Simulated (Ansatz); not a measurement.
**Effect of pressure 0.9 GPa on GaCuSe2**

The reference is GaCuSe₂ in the chalcopyrite structure (space group I-42d, No. 122; a = 5.508 Å, c = 10.962 Å).

One thing is altered: a hydrostatic pressure of 0.9 GPa.

All numbers come from LDA (Ansatz, a program for electronic structure, PAW, no spin-orbit coupling). k-mesh 9×9×9 (Γ-centred); smearing 0.05 eV (Fermi–Dirac).

* **Volume per atom**: 20.55 Å³ (base 20.79 Å³)
* **Density**: 5.88 g/cm³ (base 5.82 g/cm³)
* **Lattice parameter a**: 5.488 Å (base 5.508 Å)
* **c/a ratio**: 1.990 (base 1.990)
* **Shortest interatomic distance**: 2.343 Å (base 2.353 Å)
* **Band gap**: 0.22 eV (base 0.17 eV)
* **Gap character**: direct at Γ (base direct at Γ)
* **Width of the top valence band**: 1.13 eV (base 1.11 eV)
* **Valence-band top at Γ (three highest levels, from the VBM)**: 0.00, -0.09, -0.09 eV (base 0.00, -0.09, -0.09 eV)

Final structure:

```
CELL_PARAMETERS angstrom
     -2.74395     2.74395     5.45961
      2.74395    -2.74395     5.45961
      2.74395     2.74395    -5.45961
ATOMIC_POSITIONS crystal
  Ga 0.50000 0.50000 0.00000
  Ga 0.25000 0.75000 0.50000
  Cu 0.00000 0.00000 0.00000
  Cu 0.75000 0.25000 0.50000
  Se 0.87500 0.88418 0.50918
  Se 0.11582 0.62500 0.99082
  Se 0.37500 0.36582 0.49082
  Se 0.63418 0.12500 0.00918
```

Cost of the whole job for the changed cell (relaxation, final SCF and bands): about 10 core-minutes (a rough figure).

Load acts through the strain it causes; cell and atoms are relaxed under it. Whether these cells are dynamically stable was not tested. All final runs are without spin polarisation. The zero or small gap of GaCuSe2 can change with the level of theory.
